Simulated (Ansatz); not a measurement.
**ZnCu2SnS4: response to strain**

Take ZnCu$_{2}$SnS$_{4}$ (space group I-4, No. 82; a = 5.3175 Å, c = 10.6431 Å) as the base.

Strains are applied to the cell and any free atomic positions relax.

Calculations: Kohn–Sham DFT with the LDA functional, run in Ansatz (a quantum-chemistry and plane-wave program) with PAW and 420 eV plane waves, spin-orbit coupling left out.

Candidates:
(a) isotropic strain +2.25 %
(b) isotropic strain +1.50 %
(c) isotropic strain +3.00 %

Notes on the quantities. energy relative to the base: free energy F.

Task: Order them by energy relative to the base, lowest first.

Result: (b) isotropic strain +1.50 % (+9.9 meV/atom), (a) isotropic strain +2.25 % (+22 meV/atom), (c) isotropic strain +3.00 % (+37 meV/atom)

Stability against distortions was not tested. All final runs are without spin polarisation.
